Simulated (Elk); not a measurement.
# Worked example: self-consistent single point of KNaCl2 (R-3m, 4 atoms in the cell) in Elk

Method: Elk with LDA (PW92), all-electron FP-LAPW, Elk's shipped species files, APW+lo basis with extra local orbitals.

Input:

```
tasks
  0

tforce
  .true.

rgkmax
  8.0

gmaxvr
  18.0

lmaxapw
  10

lmaxo
  8

nxlo
  2

lorbcnd
  .true.

lradstp
  2

nrmtscf
  2.0

lmaxi
  4

stype
  0

swidth
  0.0001

maxscl
  100

avec
    3.9425732769    2.2762452368   13.1326328935
   -3.9425732769    2.2762452368   13.1326328935
    0.0000000000   -4.5524919914   13.1326326305

atoms
  3
  'K.in'
  1
  0.5000000000  0.5000000000  0.5000000000    0.0 0.0 0.0
  'Na.in'
  1
  0.0000000000  0.0000000000  0.0000000000    0.0 0.0 0.0
  'Cl.in'
  2
  0.7404660000  0.7404660000  0.7404660000    0.0 0.0 0.0
  0.2595340000  0.2595340000  0.2595340000    0.0 0.0 0.0

ngridk
  8 8 8
```

Output, abridged:

```
│ Elk code version 10.2.4 │

All units are atomic (Hartree, Bohr, etc.)

│ Ground-state run starting from atomic densities │

Lattice vectors :
   3.942573277       2.276245237       13.13263289
  -3.942573277       2.276245237       13.13263289
   0.000000000      -4.552491991       13.13263263

Unit cell volume      :    707.1344119
Brillouin zone volume :   0.3507822689

Muffin-tin inner radius fraction :   0.1000000000E-01

Nuclei treated as point charges

Species :    1 (K)
 parameters loaded from : K.in
 name : potassium
 nuclear charge    :   -19.00000000
 electronic charge :    19.00000000
 atomic mass :    71271.84084
 muffin-tin radius :    2.400000000
 number of radial points in muffin-tin :    999
 atomic positions (lattice), magnetic fields (Cartesian) :
   1 :   0.00000000  0.00000000  0.00000000    0.00000000  0.00000000  0.00000000

Species :    2 (Na)
 parameters loaded from : Na.in
 name : sodium
 nuclear charge    :   -11.00000000
 electronic charge :    11.00000000
 atomic mass :    41907.78700
 muffin-tin radius :    2.200000000
 number of radial points in muffin-tin :    799
 atomic positions (lattice), magnetic fields (Cartesian) :
   1 :   0.50000000  0.50000000  0.50000000    0.00000000  0.00000000  0.00000000

Species :    3 (Cl)
 parameters loaded from : Cl.in
 name : chlorine
 nuclear charge    :   -17.00000000
 electronic charge :    17.00000000
 atomic mass :    64626.86545
 muffin-tin radius :    2.200000000
 number of radial points in muffin-tin :    799
 atomic positions (lattice), magnetic fields (Cartesian) :
   1 :   0.24046600  0.24046600  0.24046600    0.00000000  0.00000000  0.00000000
   2 :  -0.24046600 -0.24046600 -0.24046600    0.00000000  0.00000000  0.00000000

Total number of atoms per unit cell :    4

Spin treatment :
 spin-unpolarised

Number of Bravais lattice symmetries :   12
Number of crystal symmetries         :   12
Crystal has inversion symmetry
   [... lines left out ...]
 potential will be trimmed for |G| > 2 gkmax
Constant for pseudocharge density :   11
Radial integration step length :    2

G-vector grid sizes :     80    80    80
Number of G-vectors :    69657

Maximum angular momentum used for
 APW functions                      :   10
 outer part of muffin-tin           :    8
 inner part of muffin-tin           :    4

Total nuclear charge    :   -64.00000000
Total core charge       :    32.00000000
Total valence charge    :    32.00000000
Total excess charge     :    0.000000000
Total electronic charge :    64.00000000

Effective Wigner radius, rₛ :    1.381691639

Number of empty states         :   16
Total number of valence states :   32
Total number of core states    :   32

Conduction state local-orbitals added automatically
Total number of local-orbitals :  398

Exchange-correlation functional :      3     0     0
 Perdew-Wang/Ceperley-Alder, Phys. Rev. B 45, 13244 (1992)
 gradient requirement :    0
 local density approximation (LDA)

Smearing type :    0
 Gaussian
Smearing width :   0.1000000000E-03
Effective electronic temperature (K) :    31.57750248

Mixing type :    3
 Broyden mixing, J. Phys. A: Math. Gen. 17, L317 (1984)

Kohn-Sham potential initialised from atomic data
│ Self-consistent loop started │
│ Loop number : 1 │
 total energy                :     -1691.28994512
│ Loop number : 2 │
 total energy                :     -1691.17598313
RMS change in Kohn-Sham potential (target) :   0.8827242403E-01 (  0.1000000000E-05)
Absolute change in total energy (target)   :   0.1139619887     (  0.1000000000E-03)
│ Loop number : 3 │
 total energy                :     -1689.98622062
RMS change in Kohn-Sham potential (target) :   0.7401873101E-01 (  0.1000000000E-05)
Absolute change in total energy (target)   :    1.218253007     (  0.1000000000E-03)
│ Loop number : 4 │
 total energy                :     -1688.09993237
RMS change in Kohn-Sham potential (target) :   0.5391155383E-01 (  0.1000000000E-05)
Absolute change in total energy (target)   :    2.190851497     (  0.1000000000E-03)
│ Loop number : 5 │
 total energy                :     -1685.25428079
RMS change in Kohn-Sham potential (target) :   0.2408582522E-01 (  0.1000000000E-05)
Absolute change in total energy (target)   :    3.393364456     (  0.1000000000E-03)
   [... lines left out ...]
Absolute change in total energy (target)   :   0.2091165238E-01 (  0.1000000000E-03)
│ Loop number : 11 │
 total energy                :     -1682.99432748
RMS change in Kohn-Sham potential (target) :   0.3068013438E-05 (  0.1000000000E-05)
Absolute change in total energy (target)   :   0.4375419222E-02 (  0.1000000000E-03)
│ Loop number : 12 │
 total energy                :     -1682.99424045
RMS change in Kohn-Sham potential (target) :   0.5263891106E-06 (  0.1000000000E-05)
Absolute change in total energy (target)   :   0.1180877080E-02 (  0.1000000000E-03)
│ Loop number : 13 │
 total energy                :     -1682.99421947
RMS change in Kohn-Sham potential (target) :   0.2421049437E-06 (  0.1000000000E-05)
Absolute change in total energy (target)   :   0.3162056232E-03 (  0.1000000000E-03)
│ Loop number : 14 │
 total energy                :     -1682.99421679
RMS change in Kohn-Sham potential (target) :   0.5012758386E-07 (  0.1000000000E-05)
Absolute change in total energy (target)   :   0.8173187302E-04 (  0.1000000000E-03)
Convergence targets achieved

│ Loop number : 15 │

Energies :
 Fermi                       :    -0.228102719612E-01
 sum of eigenvalues          :     -951.166116537
 electron kinetic            :      1690.42028288
 core electron kinetic       :      1566.33539293
 Coulomb                     :     -3274.12666198
 Coulomb potential           :     -2510.33977044
 nuclear-nuclear             :     -231.381773160
 electron-nuclear            :     -3575.15000720
 Hartree                     :      532.405118377
 Madelung                    :     -2018.95677676
 xc potential                :     -131.246628974
 exchange                    :     -94.2765144765
 correlation                 :     -5.01132701992
 total energy                :     -1682.99422060

Density of states at Fermi energy :   0.7947818860E-05
 (states/Hartree/unit cell)

Estimated indirect band gap :   0.1723586359
 from k-point      1 to k-point      1
Estimated direct band gap   :   0.1723586359
 at k-point      1

Charges :
 core                        :    32.00000000
 valence                     :    32.00000000
 interstitial                :    5.079766243
 muffin-tins (core leakage)
  species :    1 (K)
   atom    1                 :    17.59139303     (  0.1173610098E-06)
  species :    2 (Na)
   atom    1                 :    10.02646377     (  0.6661338148E-15)
  species :    3 (Cl)
   atom    1                 :    15.65118848     (  0.1590601744E-04)
   atom    2                 :    15.65118848     (  0.1590601744E-04)
 total in muffin-tins        :    58.92023376
 total calculated charge     :    63.99996646
 total charge                :    64.00000000
 error                       :   0.3353842395E-04

│ Self-consistent loop stopped │

Forces :
 species :    1 (K)
  atom :    1
   Hellmann-Feynman          :     0.00000000    0.00000000   -0.00000000
   IBS                       :     0.00000000    0.00000000    0.00000000
   total force               :     0.00000000    0.00000000   -0.00000000
   total magnitude           :     0.00000000
 species :    2 (Na)
  atom :    1
   Hellmann-Feynman          :     0.00000000    0.00000000    0.00000000
   IBS                       :     0.00000000    0.00000000   -0.00000000
   total force               :     0.00000000    0.00000000    0.00000000
   total magnitude           :     0.00000000
 species :    3 (Cl)
  atom :    1
   Hellmann-Feynman          :     0.00000000    0.00000000   -0.01661462
   IBS                       :    -0.00000000   -0.00000000    0.01794395
   total force               :     0.00000000   -0.00000000    0.00132933
   total magnitude           :     0.00132933
  atom :    2
   Hellmann-Feynman          :     0.00000000   -0.00000000    0.01661462
   IBS                       :     0.00000000    0.00000000   -0.01794395
   total force               :     0.00000000    0.00000000   -0.00132933
   total magnitude           :     0.00132933
```

The run converged in 15 iterations. The count includes the last loop, which Elk runs after its targets are met.

The starting cell comes from a database of computed structures (which also holds hypothetical and non-ambient phases and stackings), without a prior relaxation at this level. Values depend on the basis (sphere radii, cutoffs, local orbitals), which need not be converged.

Cost on one core of a shared machine: roughly 9 min.
